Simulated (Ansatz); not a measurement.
**Response to strain in Al2Au**

Consider Al2Au (space group Fm-3m, No. 225; a = 6.003 Å; relaxed with 0.1 eV smearing). Axes: x, y, z lie along the cube axes.

Strains are applied to the cell and any free atomic positions relax; under biaxial strain the out-of-plane vector relaxes too.

The values are results of PBEsol in Ansatz (plane waves to 420 eV, PAW, no SOC), not measurements.

Notes on the quantities. energy relative to the base: free energy F.

| biaxial strain, plane normal [111], relaxed out of plane (%) | energy relative to the base (meV/atom) |
|---|---|
| 0 | 0.0 |
| 0.42 | ? |
| 0.83 | 1.5 |
| 1.25 | 3.4 |
| 1.67 | 6.1 |
| 2.08 | 9.5 |
| 2.5 | 13.6 |

**Question.** Fit ΔE = Aε² + Bε³ (ε in %) to the rows shown and predict the withheld row.

**Answer.** Least squares on the printed values gives A = 2.21 and B = -0.012 meV/atom (largest residual 0.0 meV/atom); this predicts 0.4 meV/atom, and the run gives 0.4 meV/atom, in agreement.

No phonon test of stability was made.

Ansatz is a first-principles code.
